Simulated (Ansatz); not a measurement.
Effect of pressure 0.9 GPa on TiC

Start from TiC in the rock salt structure (space group Fm-3m, No. 225; a = 4.3285 Å).

It is then changed as follows: a hydrostatic pressure of 0.9 GPa.

Level of theory: Ansatz (an electronic-structure program) r2SCAN, no spin-orbit coupling, earlier PAW set. Settings: 18×18×18 k-points, 0.05 eV Fermi–Dirac smearing.

| quantity | base | changed | shift |
|---|---|---|---|
| volume per atom | 10.14 Å³ | 10.10 Å³ | -0.034 Å³ |
| density | 4.90 g/cm³ | 4.92 g/cm³ | +0.02 g/cm³ |
| lattice parameter a | 4.329 Å | 4.324 Å | -0.005 Å |
| shortest interatomic distance | 2.164 Å | 2.162 Å | -0.002 Å |
| enthalpy H = E + PV relative to the base's energy | – | +0.06 eV/atom | – |
| band gap | zero | zero | – |

Final structure:

```xyz
2
Lattice="0.0000 2.1618 2.1618 2.1618 0.0000 2.1618 2.1618 2.1618 0.0000" Properties=species:S:1:pos:R:3 pbc="T T T"
C      0.0000     0.0000     0.0000
Ti     2.1618     2.1618     2.1618
```

Load acts through the strain it causes; cell and atoms are relaxed under it. Stability against distortions was not tested. All final runs are without spin polarisation.
